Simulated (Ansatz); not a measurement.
**fcc Pb (0 0 1) on tetragonal ZrO2 (0 0 1) (film strained to the substrate, started from cuts of the bulks and a machine-learned relaxation; slabs Zr6O10 and Pb4, which can lie off the formulas)**

A periodic stack without vacuum, fcc Pb (0 0 1) on tetragonal ZrO2 (0 0 1) (film strained to the substrate, started from cuts of the bulks and a machine-learned relaxation; slabs Zr6O10 and Pb4, which can lie off the formulas): substrate slab Zr6O10, film Pb4, surface cells [[0, 1], [-1, 0]] and [[1, 0], [1, 1]], film strained by +1.6 and +1.6 %, outermost planes Zr/Zr and Pb/Pb as cut, which need not be the usual terminations and can put a slab off its formula.

The start was prepared with a machine-learned potential, and the result is one local minimum, with the in-plane cell held and forces under 0.04 eV/Å; the film can end far from its bulk form.

Level of theory: PBE (plane waves to 420 eV, PAW; Ansatz, a first-principles code). Scalar-relativistic, without spin–orbit coupling; the runs are not spin-polarised. Its k-point mesh 9×9×1, Fermi–Dirac width 0.05 eV.

```
Property                                                                                   Result
--------------------------------------------------------------------------------  ---------------
interface area                                                                            13.1 Å²
period                                                                                    25.06 Å
heights between the nearest atoms of the two slabs at the two interfaces          2.25 and 2.25 Å
Pb–Zr contacts across the interfaces within 1.22 times the sum of covalent radii   8, mean 3.41 Å
```

```yaml
crystal:
  lattice:
    - [3.62106, 0.00003, 0.00207]
    - [-0.00006, 3.62093, 0.02963]
    - [-0.28382, -0.39969, 25.05636]
  atoms:
    - { symbol: Zr, position: [0.49921, 0.50982, 0.04918] }
    - { symbol: Zr, position: [0.00753, 0.01464, 0.14874] }
    - { symbol: O, position: [0.00382, 0.51259, 0.10437] }
    - { symbol: O, position: [0.50250, 0.01184, 0.08999] }
    - { symbol: Zr, position: [0.51471, 0.52104, 0.25267] }
    - { symbol: Zr, position: [0.02116, 0.02610, 0.35696] }
    - { symbol: O, position: [0.01182, 0.51896, 0.20983] }
    - { symbol: O, position: [0.01955, 0.52384, 0.31453] }
    - { symbol: O, position: [0.51041, 0.01768, 0.19161] }
    - { symbol: O, position: [0.51812, 0.02299, 0.29508] }
    - { symbol: Zr, position: [0.52872, 0.52814, 0.46088] }
    - { symbol: Zr, position: [0.03514, 0.03439, 0.56042] }
    - { symbol: O, position: [0.02534, 0.52802, 0.41799] }
    - { symbol: O, position: [0.03220, 0.53124, 0.51960] }
    - { symbol: O, position: [0.52436, 0.02725, 0.39978] }
    - { symbol: O, position: [0.53106, 0.03069, 0.50526] }
    - { symbol: Pb, position: [0.99885, 0.97006, 0.75687] }
    - { symbol: Pb, position: [0.53430, 0.53048, 0.65017] }
    - { symbol: Pb, position: [0.99865, 0.00355, 0.95935] }
    - { symbol: Pb, position: [0.52391, 0.48612, 0.85330] }
```
